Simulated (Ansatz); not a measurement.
A self-consistent single point of a (001) slab of SnSe2 (cut from a parent of space group no. 164; 6 atoms in the cell) with Ansatz (a quantum-chemistry and plane-wave program).

Computed with LDA (PW92), default PAW files made with PBE (plane waves; Ansatz).

```yaml
crystal:
  lattice:
    - [3.79857, 0.00000, 0.00000]
    - [-1.89928, 3.28966, 0.00000]
    - [0.00000, 0.00000, 23.18230]
  atoms:
    - { symbol: Sn, position: [0.00000, 0.00000, 0.36797] }
    - { symbol: Se, position: [0.33333, 0.66667, 0.43399] }
    - { symbol: Se, position: [0.66667, 0.33333, 0.30195] }
    - { symbol: Sn, position: [0.00000, 0.00000, 0.63203] }
    - { symbol: Se, position: [0.33333, 0.66667, 0.69805] }
    - { symbol: Se, position: [0.66667, 0.33333, 0.56601] }
```

Reference input (self-consistent single point, DFT, LDA (PW92), plane waves, default PAW files made with PBE): basis.ecutwfc = 420 eV; kpoints.mp_grid.grid = 7 7 1; hamiltonian.xc = lda; hamiltonian.pseudopotentials = {kind: paw} (the program's default PAW files); scf.occupations.method = fermi_dirac; scf.occupations.width = 0.05 eV. This run's input differs from it in these lines:

Ansatz 0.2 input:
```diff
@@ -15,3 +15,3 @@
 kpoints:
-  mp_grid: { grid: [7, 7, 1] }
+  mp_grid: { grid: [9, 9, 1] }
 hamiltonian:
```

Output, abridged:

```
SCF iter   1: F=—  HF=-33293.855962 eV  |F-HF|=—  |Δ(HF+E_count)|=         —  Δρ=4.25e-3  dr2=3.85e-2  ethr=1.77e-3  ⟨swp⟩=8.7  Hψ=2920  notcnv=0  defer=9
all-band conjugate gradients solve this SCF's bands
preconditioner: auto → Resta (q_TF=auto, 2.254 Å⁻¹)
SCF iter   2: F=—  HF=-33293.848429 eV  |F-HF|=—  |Δ(HF+E_count)|=   7.53e-3  Δρ=2.06e-3  dr2=3.65e-2  ethr=4.18e-5  ⟨swp⟩=2.6  Hψ=1197  notcnv=0  defer=32
   [... lines left out ...]
SCF iter   6: F=—  HF=-33293.844419 eV  |F-HF|=—  |Δ(HF+E_count)|=   1.02e-5  Δρ=4.48e-5  dr2=8.37e-6  ethr=6.29e-8  ⟨swp⟩=2.8  Hψ=1221  notcnv=0  defer=32
SCF iter   7: F=—  HF=-33293.844418 eV  |F-HF|=—  |Δ(HF+E_count)|=   1.66e-6  Δρ=1.07e-5  dr2=9.20e-7  ethr=9.10e-9  ⟨swp⟩=2.3  Hψ=1021  notcnv=0  defer=32
SCF iter   8: F=—  HF=-33293.844418 eV  |F-HF|=—  |Δ(HF+E_count)|=   1.74e-7  Δρ=4.12e-6  dr2=1.13e-7  ethr=1.00e-9  ⟨swp⟩=2.2  Hψ=968  notcnv=0  defer=32
SCF iter   9: F=-33293.844418 eV  HF=-33293.844418 eV  |F-HF|=6.60e-9  |Δ(HF+E_count)|=   2.16e-8  Δρ=1.16e-6  dr2=5.98e-9  ethr=1.09e-10  ⟨swp⟩=12.2  Hψ=2747  notcnv=0
SCF 1 converged in 9 iterations: F = -33293.844418 eV  dr2 = 5.98e-9
Free energy (F): -33293.844418 eV
Internal energy: -33293.844353 eV  (E = F + TS)
E sigma→0 (E₀):  -33293.844385 eV
Entropy (-TS):   -0.000065 eV (-0.011 meV/atom)
Fermi energy:    1.613678 eV
--- Forces (eV/Å), atoms counted from 1 ---
  atom   1  Sn     0.00000000     0.00000000    -0.02410600
  atom   2  Se     0.00000000     0.00000000     0.50615105
  atom   3  Se     0.00000000    -0.00000000    -0.38799010
  atom   4  Sn     0.00000000    -0.00000000     0.02410600
  atom   5  Se     0.00000000     0.00000000     0.38799010
  atom   6  Se     0.00000000    -0.00000000    -0.50615105
--- Stress (GPa, compression-positive) ---
        0.224278       0.000000       0.000000
        0.000000       0.224278       0.000000
        0.000000       0.000000       1.195974
  P = ⅓ Tr σ = 0.5482 GPa (5.482 kbar)
  The stress holds the Pulay correction. Without it, at fixed plane waves, as pw.x and ABINIT print it: P = 0.5221 GPa
```

The run converged in 9 iterations. Against the reference run the free energy goes down by 1.4 meV/atom, the largest force moves little (0.502 to 0.506 eV/Å) and the gap on the mesh goes from 0.830 to 0.807 eV.

The starting cell has typed, rounded lattice constants, without a prior relaxation at this level. The slab is cut from that crystal, and its faces are unrelaxed. Its lattice was rescaled by up to half a per cent. Spin polarisation is off, though cut faces can carry moments; a gap of a slab can lie between surface states. Another mesh or the band path of this cell gives a smaller gap, so this value is not converged in the mesh.
